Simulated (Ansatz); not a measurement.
Results of HSE06 in Ansatz (PAW) for Be2C (model structure, started from the CdI2 type, P-3m1, No. 164, 3 atoms in the cell).

Run with plane-wave cutoff 460 eV, 12×12×8 k mesh (along the axes of the cell as run), Fermi–Dirac smearing 0.05 eV, scalar-relativistic PAW data made under PBE.

Cell (relaxed with PBE-D3(BJ)):

Space group P-3m1 (No. 164); a = b = 2.952 Å, c = 3.648 Å, α = β = 90.00°, γ = 120.00°

```tsv
atom	site	symmetry	x	y	z
C	1a	-3m.	0.0000	0.0000	0.0000
Be	2d	3m.	0.3333	0.6667	0.1355
```

Question: What does this level give for the band gap and smallest direct gap on the k points sampled?

Answer: 
band gap: 0.56 eV (on the SCF k mesh) (indirect)
smallest direct gap on the k points sampled: 0.95 eV

Note: PBE has no gap here, and a hybrid on a coarse mesh can open a false one; the relaxation could raise the start's symmetry but not lower it, so the cell can be a saddle point; cell and atoms aren't relaxed at this level (pressure 2.0 GPa).

The computed numbers hold no vibrational or temperature effects.

A model structure was made by putting elements into a prototype or built by hand; it is no filed structure, need not be a known phase, and can be a saddle point held by its symmetry.

Ansatz is an electronic-structure program.
